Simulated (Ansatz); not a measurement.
The parent structure is SnO in the litharge type structure (space group P4/nmm, No. 129; a = 3.7934 Å, c = 4.7643 Å; layered, stacked along the Cartesian z axis). Axes: x, y, z lie along a, b, c of the conventional cell.

Structures relaxed with Ansatz (a first-principles code) r2SCAN+rVV10, no spin-orbit coupling.

Base:

Simulated powder pattern, Co Kα, λ = 1.79026 Å (kinematic, ideal powder, no thermal factors, no anomalous dispersion; the 10 strongest lines at most, above 2 %, up to 2θ = 90°):

```json
[
 {"2θ (°)": "21.66", "I/Imax (%)": "3.9", "hkl": "(001)"},
 {"2θ (°)": "35.11", "I/Imax (%)": "100", "hkl": "(101)"},
 {"2θ (°)": "38.99", "I/Imax (%)": "28", "hkl": "(110)"},
 {"2θ (°)": "44.14", "I/Imax (%)": "9.8", "hkl": "(002)"},
 {"2θ (°)": "56.32", "I/Imax (%)": "17", "hkl": "(200)"},
 {"2θ (°)": "60.34", "I/Imax (%)": "27", "hkl": "(112)"},
 {"2θ (°)": "68.13", "I/Imax (%)": "30", "hkl": "(211)"},
 {"2θ (°)": "74.21", "I/Imax (%)": "9.2", "hkl": "(202)"},
 {"2θ (°)": "75.33", "I/Imax (%)": "11", "hkl": "(103)"},
 {"2θ (°)": "83.74", "I/Imax (%)": "5.3", "hkl": "(220)"}
]
```

It is then changed as follows: biaxial strain +1.07 %, plane normal [001], relaxed out of plane (Cartesian); in-plane vectors clamped, the third vector and the atoms free.

Question: How do the reflections move or split?

Answer: 
Simulated powder pattern, Co Kα, λ = 1.79026 Å (kinematic, ideal powder, no thermal factors, no anomalous dispersion; the 10 strongest lines at most, above 2 %, up to 2θ = 90°):

| 2θ (°) | d (Å) | I/Imax (%) | hkl |
|---|---|---|---|
| 21.82 | 4.728 | 4.0 | (001) |
| 34.98 | 2.978 | 100 | (101) |
| 38.56 | 2.711 | 28 | (110) |
| 44.50 | 2.364 | 9.5 | (002) |
| 55.67 | 1.917 | 17 | (200) |
| 60.31 | 1.782 | 26 | (112) |
| 67.47 | 1.612 | 30 | (211) |
| 73.91 | 1.489 | 9.1 | (202) |
| 75.76 | 1.458 | 11 | (103) |
| 82.65 | 1.356 | 5.4 | (220) |

The indices refer to the base's conventional cell; one index is shown for lines that coincide.

No phonon test of stability was made. All final runs are without spin polarisation.
